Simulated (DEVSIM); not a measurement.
Device: abrupt Si n-p junction, at 300 K.

```csv
layer (left to right),material,thickness (μm),Nd (cm⁻³),Na (cm⁻³),τn (s),τp (s)
1,Si,46.0,2.7e16,-,9.3e-5,9.3e-5
2,Si,1.50,-,7.9e16,9.3e-5,9.3e-5
```

Left contact: ohmic. Right contact: ohmic. Voltage is applied to the left contact. Recombination: SRH at mid-gap, radiative, Auger. Mobility is constant in doping.

This is a model device: material constants are rounded textbook-type values typed into the input, and sizes, dopings and lifetimes were drawn at random. Values at 300 K.

| parameter | Si |
|---|---|
| gap (eV) | 1.124 |
| affinity (eV) | 4.05 |
| permittivity | 11.7 |
| Nc (cm⁻³) | 2.86e19 |
| Nv (cm⁻³) | 3.1e19 |
| μn (cm²/Vs) | 1417 |
| μp (cm²/Vs) | 470 |
| B (cm³/s) | 4.7e-15 |
| Cn (cm⁶/s) | 2.8e-31 |
| Cp (cm⁶/s) | 9.9e-32 |

Simulated with DEVSIM: 1D drift-diffusion, Boltzmann statistics, complete ionisation; no tunnelling, impact ionisation, image-force lowering or self-heating.

The thickness of layer 2 was swept, all else fixed.

| thickness of layer 2 (μm) | dark forward voltage at 1 A/cm² (V) | dark forward voltage at 100 A/cm² (V) |
|---|---|---|
| 0.3 | 0.567 | 0.758 |
| 0.52 | 0.582 | 0.771 |
| 0.9 | 0.596 | 0.782 |
| 1.5 | 0.609 | 0.790 |
| 2.5 | 0.622 | 0.797 |
| 4.5 | [?] | [?] |
| 7.5 | 0.648 | 0.814 |

Task: Some entries are withheld; supply them.

Result: 
- 4.5, dark forward voltage at 1 A/cm² (V): 0.636
- 4.5, dark forward voltage at 100 A/cm² (V): 0.806
